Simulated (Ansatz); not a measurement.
## CsCl (Pm-3m): band-edge transport data

Given:

```
CsCl
1.0
    4.06865     0.00000     0.00000
    0.00000     4.06865     0.00000
    0.00000     0.00000     4.06865
Cs Cl
1 1
Direct
  0.00000   0.00000   0.00000
  0.50000   0.50000   0.50000
```

These are PBEsol, rigid bands (plane waves, PAW, scalar-relativistic; Ansatz, an electronic-structure program) values and carry that method's errors. Geometry: cell and atoms relaxed with PBEsol.

```yaml
band_gap: 5.23 eV
electron conductivity mass (300 K, dilute): 0.57 mₑ
hole conductivity mass (300 K, dilute): 3.1 mₑ
effective density of states N_c (300 K): 3.2e19 cm⁻³
effective density of states N_v (300 K): 3.7e20 cm⁻³
density_of_states_mass_electrons: 1.18 mₑ
density_of_states_mass_holes: 6.1 mₑ
Seebeck coefficient, n-type 1e19 cm⁻³, 300 K: -321 μV/K
best n-type power factor at 300 K for τ = 10 fs (best axis; densities from 1e16 to 1e21 cm⁻³ tried, whether or not they can be reached): 9.8 μW/(cm·K²) at 1e20 cm⁻³
Seebeck coefficient, p-type 1e19 cm⁻³, 300 K: 540 μV/K
```

Rigid bands; masses and Seebeck coefficients take one relaxation time τ for all states and one kind of carrier; polarons and phonon drag are left out. Spin-orbit coupling is left out; where it splits the top of the valence band, N_v and the p-type Seebeck coefficient come out somewhat high without it.
